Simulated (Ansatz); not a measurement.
Data:

End structure of a constructed model of the (0001) surface of hcp Zr, a pseudomorphic layer of Mn in the host's stacking (bottom of the slab: a bare face, its two planes held):

```yaml
crystal:
  lattice:
    - [3.23249, 0.00000, 0.00000]
    - [-1.61625, 2.79942, 0.00000]
    - [0.00000, 0.00000, 32.00000]
  atoms:
    - { symbol: Zr, position: [0.66667, 0.33333, 0.25628] }
    - { symbol: Zr, position: [0.33333, 0.66667, 0.33706] }
    - { symbol: Zr, position: [0.66667, 0.33333, 0.41862] }
    - { symbol: Zr, position: [0.33333, 0.66667, 0.49984] }
    - { symbol: Zr, position: [0.66667, 0.33333, 0.58029] }
    - { symbol: Zr, position: [0.33333, 0.66667, 0.66213] }
    - { symbol: Mn, position: [0.66667, 0.33333, 0.72924] }
```

Set-up: 7 atoms, 15.6 Å thick at the start; mesh 13x13x1; 0.1 eV smearing; dipole correction on; 2 atoms held, the rest relaxed; held to the start's symmetry, so lower structures may exist; spin-polarised, ending with about 3.8 μB a cell; orders that need a larger cell were not tried, no spin-orbit, no U. It is one candidate, not shown to be the stable structure of the face.

### Question
Give the work function of the top face at the level PBE run with Ansatz (a program for electronic structure).

### Answer
3.40 eV
